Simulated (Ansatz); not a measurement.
Sn4Au (Ccce, No. 68; cell taken from a computed entry)

All values below come from PBEsol in Ansatz (PAW).

Run with plane-wave cutoff 500 eV, 10×10×8 k mesh (along the axes of the cell as run), Fermi–Dirac smearing 0.1 eV, scalar-relativistic PAW data made under PBE.

Cell (relaxed at this level):

```
CELL_PARAMETERS angstrom
      3.26606    -5.85808     0.00000
      3.26606     5.85808     0.00000
      0.00000     0.00000     6.50802
ATOMIC_POSITIONS crystal
  Sn 0.46765 0.20705 0.83342
  Sn 0.53235 0.79295 0.83342
  Sn 0.20705 0.46765 0.16658
  Sn 0.79295 0.53235 0.16658
  Sn 0.03235 0.29295 0.66658
  Sn 0.96765 0.70705 0.66658
  Sn 0.29295 0.03235 0.33342
  Sn 0.70705 0.96765 0.33342
  Au 0.00000 0.00000 0.00000
  Au 0.50000 0.50000 0.50000
```

```json
{
  "band_gap": "zero (no gap)"
}
```

Note: the relaxation could not lower the start's symmetry, so the cell can be a saddle point above a distorted one.

Spin–orbit coupling is not included; it can shift volumes and moduli of such heavy elements.

Ansatz is a quantum-chemistry and plane-wave program.
